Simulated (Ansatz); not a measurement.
The reference is LiF in the CsCl type structure (space group Pm-3m, No. 221; a = 2.517 Å; a model cell, its experimental status unchecked). Axes: x, y, z lie along the cube axes.

All numbers come from plane-wave PAW DFT at the r2SCAN level (Ansatz, an electronic-structure program, 500 eV), spin-orbit coupling left out.

Small strains at fixed cell, atoms relaxed; stresses less that of the base, compression positive, in the order xx, yy, zz, yz, xz, xy:

```json
[
 {"strain tensor components (%)": "1.45, 0.00, 0.00, 0.00, 0.00, 0.00", "stress (GPa)": "-4.01, 0.42, 0.42, 0.00, 0.00, 0.00"},
 {"strain tensor components (%)": "0.00, 0.00, 0.65, 0.00, 0.00, 0.00", "stress (GPa)": "0.19, 0.19, -1.84, 0.00, 0.00, 0.00"},
 {"strain tensor components (%)": "-0.15, -1.08, 0.54, 0.40, 0.81, 0.34", "stress (GPa)": "0.31, 3.33, -1.89, 0.26, 0.50, 0.23"}
]
```

Extract the cubic elastic constants and what follows from them, and test mechanical stability.

With σ_ii = C11 ε_ii + C12 (tr ε − ε_ii) and σ_ij = 2 C44 ε_ij (tension positive), least squares gives C11 ≈ 284 GPa, C12 ≈ -29 GPa and C44 ≈ -32 GPa (good to about 1 GPa or a few per cent; finite strains leave residuals up to 0.1 GPa). Then B = (C11 + 2 C12)/3 ≈ 75 GPa, C′ = (C11 − C12)/2 ≈ 156 GPa and the Zener ratio C44/C′ ≈ -0.2. The Born criteria for a cubic crystal are not all met. Phonon stability is a separate test, not made here.

Whether these cells are dynamically stable was not tested. This is not the structure that LiF has at room temperature and ambient pressure.
